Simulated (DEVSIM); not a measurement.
## abrupt Si p-n junction

Structure: abrupt Si p-n junction, at 250 K.

```tsv
layer (left to right)	material	thickness (μm)	Nd (cm⁻³)	Na (cm⁻³)	τn (s)	τp (s)
1	Si	7.10	-	2.4e17	3e-7	3e-7
2	Si	270	2.4e16	-	3e-7	3e-7
```

Left contact: ohmic. Right contact: ohmic. Voltage is applied to the left contact. Recombination: SRH at mid-gap, radiative, Auger. Mobility is constant in doping.

This is a model device: material constants are rounded textbook-type values typed into the input, and sizes, dopings and lifetimes were drawn at random. Values at 300 K; Nc and Nv go as T^1.5, mobilities as T to minus their exponent, the gap by Varshni's rule with the affinity fixed.

```tsv
parameter	Si
gap (eV)	1.124
affinity (eV)	4.05
permittivity	11.7
Nc (cm⁻³)	2.86e19
Nv (cm⁻³)	3.1e19
μn (cm²/Vs)	1417
μp (cm²/Vs)	470
T exponent of μn	2.3
T exponent of μp	2.2
B (cm³/s)	4.7e-15
Cn (cm⁶/s)	2.8e-31
Cp (cm⁶/s)	9.9e-32
Varshni α (eV/K)	0.000473
Varshni β (K)	636
```

Simulated with DEVSIM: 1D drift-diffusion, Boltzmann statistics, complete ionisation; no tunnelling, impact ionisation, image-force lowering or self-heating.

```json
{
 "potential_step_across_the_device_at_zero_bias": "0.891 V",
 "largest_field_in_the_device_at_zero_bias": "76000 V/cm",
 "Dark forward voltage at 1 A/cm²": "0.760 V",
 "Dark forward voltage at 100 A/cm²": "1.142 V"
}
```

Dark forward current:

```
V (V)  J (A/cm²)
-----  ---------
0.05     6.7e-11
0.15     9.4e-10
0.30      3.6e-8
0.40      4.8e-7
0.55      8.9e-5
0.65      0.0077
0.75        0.70
0.90          24
1.00          53
1.10          86
1.25         140
1.35         180
1.50         250
1.60         300
```

Small-signal capacitance in reverse bias (quasi-static):

| V (V) | C (nF/cm²) |
|---|---|
| -0.1 | 43.7 |
| -0.25 | 40.6 |
| -0.5 | 36.7 |
| -0.75 | 33.7 |
| -1 | 31.3 |
| -1.5 | 27.8 |
| -2 | 25.2 |
| -2.5 | 23.3 |
| -3.25 | 21.0 |
| -4 | 19.3 |
| -5 | 17.6 |
